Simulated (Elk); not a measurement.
Band structure of V₃Cd (Pm-3m, 4 atoms in the cell).

```
V3Cd
1.0
    3.93288     0.00000     0.00000
    0.00000     3.93288     0.00000
    0.00000     0.00000     3.93288
V Cd
3 1
Direct
  0.00000   0.50000   0.50000
  0.50000   0.00000   0.50000
  0.50000   0.50000   0.00000
  0.00000   0.00000   0.00000
```
Moments meant for the start (each program seeds them in its own way; μB, in the order of the atoms V V V Cd): 2.0 2.0 2.0 0.0.

Computed with PBEsol, all-electron FP-LAPW, Elk's shipped species files, APW+lo basis with extra local orbitals run with Elk.

Settings: xctype = 22; spinpol = true; rgkmax = 8; stype = 0; swidth = 0.00367493 Ha; ngridk = 7 7 7; reducebf = 0.8; gmaxvr = 16 1/bohr; nxlo = 2; lorbcnd = true; rmtscf = 0.99; lmaxi = 3; nempty = 8 per atom; maxscl = 100.

The starting cell comes from a database of computed structures (which also holds hypothetical and non-ambient phases and stackings), without a prior relaxation at this level. The starting moments vanished: the run ended non-magnetic, which need not be the lowest state. Values depend on the basis (sphere radii, cutoffs, local orbitals), which need not be converged.

Levels in eV from the Fermi level, bands 25 to 32 of the first spin channel:
| point | 25 | 26 | 27 | 28 | 29 | 30 | 31 | 32 |
|---|---|---|---|---|---|---|---|---|
| Γ | -1.30 | -1.18 | -1.18 | 1.36 | 1.36 | 1.36 | 1.90 | 1.90 |
| X | -1.35 | -1.22 | -0.12 | 0.13 | 0.13 | 0.36 | 1.03 | 1.04 |
| M | -1.48 | -0.92 | -0.73 | -0.73 | 0.33 | 0.33 | 0.90 | 0.95 |
| R | -0.62 | -0.62 | -0.62 | 0.00 | 0.00 | 0.00 | 0.60 | 1.34 |

Bands cross the Fermi level along this path, so the cell is metallic at this level.

The net moment of the cell came out as 0.01 μB.
